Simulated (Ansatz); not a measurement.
**PbI2 (model structure, started from the fluorite type, Fm-3m, No. 225, 3 atoms in the cell)**

The numbers are results of PBEsol in Ansatz (plane waves, PAW), not measurements.

Run with plane-wave cutoff 500 eV, 10×10×10 k mesh, Fermi–Dirac smearing 0.05 eV, scalar-relativistic PAW data made under PBE.

Cell (relaxed at this level):

```yaml
crystal:
  lattice:
    - [0.00000, 3.89525, 3.89525]
    - [3.89525, 0.00000, 3.89525]
    - [3.89525, 3.89525, 0.00000]
  atoms:
    - { symbol: Pb, position: [0.00000, 0.00000, 0.00000] }
    - { symbol: I, position: [0.25000, 0.25000, 0.25000] }
    - { symbol: I, position: [0.75000, 0.75000, 0.75000] }
```

```
Property                       Result
--------  ---------------------------
band gap  1.55 eV (on the SCF k mesh)
```

Note: the relaxation could raise the start's symmetry but not lower it, so the cell can be a saddle point.

Spin–orbit coupling is not included; with these elements it can move the gap by several tenths of an eV or more.

Static lattice: no zero-point or thermal effects.

A model structure was made by putting elements into a prototype or built by hand; it is no filed structure, need not be a known phase, and can be a saddle point held by its symmetry.

Ansatz is a first-principles code.
